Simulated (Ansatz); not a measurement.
An Ansatz (a program for electronic structure) run: Sr2SnO4 with a change (pressure 100 GPa); plane-wave PAW DFT at the PBEsol level (Ansatz, 420 eV), no spin-orbit coupling.

Input:

Ansatz 0.2 input:
```yaml
crystal:
  lattice:
    - [-1.8244968454, 1.8244968454, 5.7117013164]
    - [1.8244968454, -1.8244968454, 5.7117013164]
    - [1.8244968454, 1.8244968454, -5.7117013164]
  atoms:
    - { symbol: Sr, position: [0.6450063631, 0.6450063631, 0] }
    - { symbol: Sr, position: [0.3549936369, 0.3549936369, 0] }
    - { symbol: Sn, position: [0, 0, 0] }
    - { symbol: O, position: [0.8290908705, 0.8290908705, 0] }
    - { symbol: O, position: [0.1709091295, 0.1709091295, 0] }
    - { symbol: O, position: [0.5, 0, 0.5] }
    - { symbol: O, position: [0, 0.5, 0.5] }
basis: { ecutwfc: 420, ecutrho_ratio: 4, xc_grid: 2, fft_grid_basis: typed }
kpoints: { mp_grid: { grid: [11, 11, 11] } }
hamiltonian:
  xc: pbesol
  dispersion: none
  pseudopotentials: { kind: paw }
scf: { occupations: { method: fermi_dirac, width: 0.05 } }
relax: { f_tol: 0.01, max_steps: 60, cell: { stress_tol: 0.02, p_target: 100 } }
output: { forces: true, stress: true }
checkpoint: { write: state.ck, write_every: 1000 }
```

Output (explanatory and most iteration lines left out):

```
Relaxation: its limit of steps is 60 (relax.max_steps)
Pseudopotential: Sr, paw, valence charge 10
Pseudopotential: Sn, paw, valence charge 14
Pseudopotential: O, paw, valence charge 6
Crystal: 7 atoms, lattice volume = 76.052 Å³
Basis set: ecut = 420 eV, 1479 PW (Γ), exchange–correlation on 90×90×90 points (8 copies of the dense FFT grid, shifted against one another)
Bands: 36, of which v1, the nominal top of the filled ones, is band 29 counted from 1 (28 counted from 0)
Symmetry: 16 space group operations
Space group: I4/mmm (ITA 139), of the structure as read, at distance tolerance 4.2e-5 Å
k-points: 126 of 1331
Functional: x = pbesol(κ = 0.804, μ = 0.12345679012345678), c = pbesol(β = 0.046)
SCF iter   1: F=—  HF=-15179.845574 eV  |F-HF|=—  |Δ(HF+E_count)|=         —  Δρ=1.41e-2  dr2=1.30e-1  ethr=1.77e-3  ⟨swp⟩=8.8  Hψ=25891  notcnv=0  defer=6
SCF iter   2: F=—  HF=-15179.810501 eV  |F-HF|=—  |Δ(HF+E_count)|=   3.51e-2  Δρ=3.89e-3  dr2=7.52e-3  ethr=2.24e-4  ⟨swp⟩=2.6  Hψ=8003  notcnv=0  defer=269
SCF 1 converged in 7 iterations: F = -15179.808070 eV  dr2 = 5.07e-8
relax step   1: F+E_penalty+E_count = -15179.80806968 eV  Δ(F+E_penalty+E_count) = +0.000e0 eV  max|allowed force component| = 1.170e-3 eV/Å  Δτ_max = 0.0000 Å  P = +74.993 GPa  Ω = 76.052 Å³  (7 SCF iters, dr2 threshold 1.00e-7 eV, accepted)
[... steps on the carried basis left out ...]
relax step   9: F+E_penalty+E_count = -15177.61257459 eV  Δ(F+E_penalty+E_count) = +2.461e-4 eV  max|allowed force component| = 2.513e-4 eV/Å  Δτ_max = 0.0000 Å  P = +99.996 GPa  Ω = 72.008 Å³  stress off target by 4.52e-3 GPa  SCF on the basis re-selected at this cell (its energy is not comparable with the rows above)  (7 SCF iters)
SCF converged after 7 iterations
Free energy (F): -15177.612575 eV
Internal energy: -15177.612575 eV  (E = F + TS)
E sigma→0 (E₀):  -15177.612575 eV
Fermi energy:    16.355544 eV
--- Forces (eV/Å), atoms counted from 1 ---
  atom   1  Sr    -0.00000000     0.00000000    -0.00025126
  atom   2  Sr     0.00000000     0.00000000     0.00025126
  atom   3  Sn     0.00000000     0.00000000    -0.00000000
  atom   4  O     -0.00000000     0.00000000     0.00009752
  atom   5  O      0.00000000     0.00000000    -0.00009752
  atom   6  O      0.00000000     0.00000000    -0.00000000
  atom   7  O      0.00000000     0.00000000     0.00000000
--- Stress (GPa, compression-positive) ---
       99.995484       0.000000       0.000000
        0.000000      99.995484       0.000000
        0.000000       0.000000      99.996442
  P = ⅓ Tr σ = 99.9958 GPa (999.958 kbar)
--- Relaxed structure (7 steps of the walk, 6 accepted, 2 SCFs on fresh bases) ---
  cell:  # Å, volume = 72.0083 Å³
    - [-1.7916314205022779, 1.7916314205022779, 5.608224089764178]
    - [1.7916314205022779, -1.7916314205022779, 5.608224089764178]
    - [1.7916314205022779, 1.7916314205022779, -5.608224089764178]
  atoms:
    - { symbol: Sr, position: [0.6444454728677858, 0.6444454728677858, -8.151432547923074e-35] }
    - { symbol: Sr, position: [0.35555452713221436, 0.35555452713221436, -4.1471432097688396e-35] }
    - { symbol: Sn, position: [-1.0846927460724362e-20, -1.0846927460724348e-20, 1.720054528501352e-35] }
    - { symbol: O, position: [0.8280363769634821, 0.8280363769634821, -7.66875041219111e-35] }
    - { symbol: O, position: [0.17196362303651802, 0.17196362303651802, -5.619445759159115e-35] }
    - { symbol: O, position: [0.5, -1.0846927460724462e-20, 0.5] }
    - { symbol: O, position: [-1.0846927460724304e-20, 0.5, 0.5] }
```

Load acts through the strain it causes; cell and atoms are relaxed under it. Stability against distortions was not tested. No other phases were tried under pressure. The cell was made from Sr2SnO4 (space group I4/mmm, No. 139) by this change: pressure 100 GPa.
